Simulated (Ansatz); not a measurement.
System: cubic perovskite CsCdCl3. Method: Hartree–Fock (Ansatz, an electronic-structure program, plane waves, PAW).

Numerical settings: plane-wave cutoff 460 eV, 6×6×6 k mesh, Fermi–Dirac smearing 0.01 eV, scalar-relativistic PAW data made under PBE.

Cell (measured lattice):

Space group Pm-3m (No. 221); a = b = c = 5.2100 Å, α = β = γ = 90.00°

```csv
atom,site,symmetry,x,y,z
Cs,1a,m-3m,0.0000,0.0000,0.0000
Cd,1b,m-3m,0.5000,0.5000,0.5000
Cl,3c,4/mm.m,0.0000,0.5000,0.5000
```

**Question.** Give the computed band gap and smallest direct gap on the k points sampled.

**Answer.** 
- band gap: 11.01 eV (on the SCF k mesh)
- smallest direct gap on the k points sampled: 11.78 eV

Note: cell and atoms aren't relaxed at this level (pressure 5.3 GPa).

Spin–orbit coupling is not included.

The computed numbers hold no vibrational or temperature effects.
